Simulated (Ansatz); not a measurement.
For GaP (model structure, Fm-3m, No. 225, 2 atoms in the cell), LDA (plane waves, PAW; Ansatz, a quantum-chemistry and plane-wave program) gives:

```
Quantity                    Value
-------------------  ------------
lattice parameter a       5.050 Å
cohesive energy      3.99 eV/atom
```

### Question
What does r²SCAN+rVV10 (Ansatz, PAW) give for the same quantities?

### Answer

- lattice constant a: 5.103 Å (grows by 1.0 %)
- cohesive energy: 3.34 eV/atom (falls by 0.65 eV/atom)

Changes are worked out from the printed values.

Unless a cell is named, each level is at its own relaxed cell (LDA 16.10, r²SCAN+rVV10 16.61 Å³/atom).

Ansatz's density-functional and Hartree–Fock values are scalar-relativistic unless marked +SOC, with PAW data made under PBE.

A model structure was made by putting elements into a prototype or built by hand; it is no filed structure, need not be a known phase, and can be a saddle point held by its symmetry.
